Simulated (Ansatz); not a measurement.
# A computed series for Cu: response to strain

Consider Cu in the fcc (Cu type) structure (space group Fm-3m, No. 225; a = 3.630 Å; relaxed with 0.1 eV smearing).

Strains are applied to the cell and any free atomic positions relax.

Level of theory: PBE/PAW in Ansatz (a first-principles code), no spin-orbit coupling.

Notes on the quantities. energy relative to the base: free energy F.

| change | energy relative to the base | pressure | volume per atom |
|---|---|---|---|
| base | 0 meV/atom | 0.0 GPa | 11.96 Å³ |
| isotropic strain −3.00 % | +48 meV/atom | 16.2 GPa | 10.91 Å³ |
| isotropic strain −2.50 % | +33 meV/atom | 13.0 GPa | 11.08 Å³ |
| isotropic strain −1.50 % | +11 meV/atom | 7.2 GPa | 11.43 Å³ |
| isotropic strain −1.00 % | +4.9 meV/atom | 4.6 GPa | 11.60 Å³ |
| isotropic strain −0.50 % | +1.2 meV/atom | ___ | 11.78 Å³ |
| isotropic strain +0.50 % | +1.2 meV/atom | -2.0 GPa | 12.14 Å³ |
| isotropic strain +1.50 % | +10 meV/atom | -5.6 GPa | 12.50 Å³ |
| isotropic strain +2.00 % | +17 meV/atom | -7.2 GPa | 12.69 Å³ |
| isotropic strain +3.00 % | +38 meV/atom | -10.0 GPa | 13.07 Å³ |

Problem. Complete the table.

Solution. 
- isotropic strain −0.50 %, pressure: 2.2 GPa

No phonon test of stability was made. All final runs are without spin polarisation.
